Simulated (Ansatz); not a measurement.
## MgO: thickness series

The parent structure is MgO in the rock salt structure (space group Fm-3m, No. 225; a = 4.2141 Å). Axes: x, y, z lie along the cube axes.

Free-standing slabs (2 atom(s) a layer) normal to the z axis with 15 Å of vacuum; in-plane cell held at bulk.

Method: PBEsol (Ansatz, a program for electronic structure; PAW; 420 eV plane waves; no spin-orbit coupling).

Notes on the quantities. excess energy per area of both faces: slab less bulk energy over the cell's area: twice a surface energy.

```tsv
variant	gap character	excess energy per area of both faces	band gap	thickness between the outermost nuclei
base	–	–	4.62 eV	–
1 layer	?	–	?	–
2 layers	direct at Γ	2.02 J/m²	?	2.17 Å
3 layers	direct at Γ	2.03 J/m²	3.54 eV	4.26 Å
4 layers	direct at Γ	2.03 J/m²	?	6.37 Å
5 layers	direct at Γ	2.03 J/m²	3.69 eV	8.48 Å
6 layers	direct at Γ	2.03 J/m²	3.72 eV	10.58 Å
7 layers	direct at Γ	2.03 J/m²	3.74 eV	12.69 Å
```

Problem. What belongs in the blanks?

Solution. 
- 1 layer, gap character: indirect, M → Γ
- 1 layer, band gap: 2.66 eV
- 2 layers, band gap: 3.42 eV
- 4 layers, band gap: 3.64 eV

Slab and bulk use different k-meshes, which limits the precision of the excess energy. Whether these cells are dynamically stable was not tested. k-point labels follow each cell's own Brillouin zone.
